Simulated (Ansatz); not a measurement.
The structure below was relaxed with Kohn–Sham DFT with the r2SCAN functional, run in Ansatz (a first-principles code) with PAW and 500 eV plane waves, scalar-relativistic without spin-orbit coupling, earlier PAW set.

```
CdO2
1.0
    4.83945     0.00000     0.00000
    0.00000     4.83945     0.00000
    0.00000     0.00000     3.35101
Cd O
2 4
Direct
  0.00000   0.00000   0.00000
  0.50000   0.50000   0.50000
  0.31552   0.31552   0.00000
  0.81552   0.18448   0.50000
  0.18448   0.81552   0.50000
  0.68448   0.68448   0.00000
```

### Question
Find the space group and the Wyckoff positions.

### Answer
Space group P4₂/mnm (No. 136); a = 4.8394 Å, b = 4.8394 Å, c = 3.3510 Å, α = 90.00°, β = 90.00°, γ = 90.00°

```
atom  site  symmetry       x       y       z
----  ----  --------  ------  ------  ------
Cd      2a      m.mm  0.0000  0.0000  0.0000
O       4f      m.2m  0.3155  0.3155  0.0000
```

### Question
Describe the coordination.

### Answer
The crystal has 6 atoms in its conventional cell. Cell: a = b = 4.839 Å, c = 3.351 Å, α = β = γ = 90.00°. Cd has 6 O at 2.098–2.159 Å. O sees 3 Cd at 2.098–2.159 Å (trigonal planar). (Neighbours: up to the widest gap in distance over summed covalent radii, below 1.35, at either atom; cation-cation and far metal-metal contacts left out.)

Stability against distortions was not tested. All final runs are without spin polarisation. The cell was made from TiO2 by this change: Ti → Cd; the result is a hypothetical phase, not in the database extracts checked.
